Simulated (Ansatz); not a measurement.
Thermal properties of CsCl type AlRu at 300 K from quasi-harmonic approximation in Ansatz (plane waves, PAW), for several functionals and conditions. The first row is the reference, at zero pressure. The cell was generated from a structure type, relaxed within its symmetry, and need not be the phase found at ambient conditions.

```
run                                   q mesh / k mesh  V (Å³/atom)  α_L (10⁻⁶/K)  bulk modulus B_T (GPa)     γ  C_P (J/mol/K)
-----------------------------------  ----------------  -----------  ------------  ----------------------  ----  -------------
PBEsol                               5×5×5 / 15×15×15        13.29           8.2                     211  1.83           46.1
PBEsol, coarser phonon mesh (3×3×3)  3×3×3 / 12×12×12        13.29           8.3                     211  1.85           46.1
LDA (phonon mesh 3×3×3)              3×3×3 / 12×12×12        12.99           8.1                     223  1.86           45.9
r2SCAN (phonon mesh 3×3×3)           3×3×3 / 12×12×12        13.37           8.2                     213  1.85           46.1
PBEsol, pressure 5 GPa               3×3×3 / 12×12×12        13.00           ___                     ___  1.79           45.6
```

### Question
Fill in the missing entries.

### Answer

- PBEsol, pressure 5 GPa, α_L (10⁻⁶/K): 7.4
- PBEsol, pressure 5 GPa, bulk modulus B_T (GPa): 233

Whether this phase is the stable one at each condition was not tested.

The PAW data sets were generated under PBE and serve the other functionals too.

Ansatz is a program for electronic structure.
